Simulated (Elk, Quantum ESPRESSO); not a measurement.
An Elk input for a self-consistent single point of TePd3 (I4/mmm, 4 atoms in the cell) (DFT, LDA (PW92), all-electron FP-LAPW, Elk's shipped species files, APW+lo basis with extra local orbitals):

```
tasks
  0

xctype
  3

tforce
  .true.

rgkmax
  7.5

gmaxvr
  18.0

lmaxapw
  10

lmaxo
  8

nxlo
  2

lorbcnd
  .true.

lradstp
  2

nrmtscf
  2.0

rmtscf
  0.94

lmaxi
  4

stype
  0

swidth
  0.00734986

scale
  8.36016948

avec
   -0.4885652223    0.4885652223    0.7229163486
    0.4885652223   -0.4885652223    0.7229163486
    0.4885652223    0.4885652223   -0.7229163486

atoms
  2   : nspecies
  'Te.in'   : spfname
  1   : natoms; atposl, bfcmt below
  0.0000000000  0.0000000000  0.0000000000    0.0 0.0 0.0
  'Pd.in'   : spfname
  3   : natoms; atposl, bfcmt below
  0.7500000000  0.2500000000  0.5000000000    0.0 0.0 0.0
  0.2500000000  0.7500000000  0.5000000000    0.0 0.0 0.0
  0.5000000000  0.5000000000  0.0000000000    0.0 0.0 0.0

ngridk
  9 9 9
```

Task: Give the Quantum ESPRESSO input for the same structure, mesh, smearing and functional.

Result: This is the input that was run; spellings and numerical settings could be chosen otherwise.

```fortran
&CONTROL
   calculation = 'scf'
   prefix = 'run'
   outdir = './tmp/'
   pseudo_dir = './'
   tprnfor = .true.
   tstress = .true.
/
&SYSTEM
   ibrav = 0
   nat = 4
   ntyp = 2
   ecutwfc = 40
   ecutrho = 480
   occupations = 'smearing'
   smearing = 'gauss'
   degauss = 0.0147
/
&ELECTRONS
   conv_thr = 1e-10
   mixing_beta = 0.7
/
ATOMIC_SPECIES
Te   127.6000  Te.pz-n-kjpaw_psl.1.0.0.UPF
Pd   106.4200  Pd.pz-n-kjpaw_psl.1.0.0.UPF
ATOMIC_POSITIONS {crystal}
Te    0.00000000    0.00000000    0.00000000
Pd    0.75000000    0.25000000    0.50000000
Pd    0.25000000    0.75000000    0.50000000
Pd    0.50000000    0.50000000    0.00000000
K_POINTS {automatic}
9 9 9  0 0 0
CELL_PARAMETERS {bohr}
  -4.08448806     4.08448806     6.04370319
   4.08448806    -4.08448806     6.04370319
   4.08448806     4.08448806    -6.04370319
```

Basis settings and potentials, where a program has them, do not carry over. This input uses DFT, LDA (PZ), plane waves, PSlibrary PAW (LDA) pseudopotentials. LDA parametrisations can differ slightly between programs.

The starting cell comes from a database of computed structures (which also holds hypothetical and non-ambient phases and stackings), without a prior relaxation at this level. Its lattice was rescaled by a random factor within 2.5 % of one. For this run, on top of that: lattice scaled by 0.98.
